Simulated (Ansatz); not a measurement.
OH on the 1x1 (100) surface of fcc Cu, one in a 1x1 cell, energies for each (6.6 Å²). Energies are against H2O(g) − ½ H2(g), without zero-point or thermal terms; each row is named by its start.

Calculation: PBE (plane waves to 420 eV, PAW; Ansatz, a quantum-chemistry and plane-wave program).

**Question.** Which site binds most strongly?
A. bridge Cu-Cu (span 2.6 Å)
B. top Cu

**Answer.** A, bridge Cu-Cu (span 2.6 Å). Adsorption energies: bridge Cu-Cu (span 2.6 Å) 0.54 eV; top Cu 0.93 eV.
